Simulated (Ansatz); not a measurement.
Consider Cu3N (space group Pm-3m, No. 221; a = 3.7209 Å).

Level of theory: plane-wave PAW DFT at the LDA level (Ansatz, a first-principles code, 420 eV), no spin-orbit coupling.

Before the change:

The volume per atom is 12.88 Å³.

One thing is altered: cell and atoms relaxed at a pressure of 22.5 GPa.

Predict the new volume per atom.

The volume per atom drops by 1.41 Å³ (12.88 Å³ → 11.47 Å³).

Load acts through the strain it causes; cell and atoms are relaxed under it. Whether these cells are dynamically stable was not tested. No other phases were tried under pressure. All final runs are without spin polarisation.
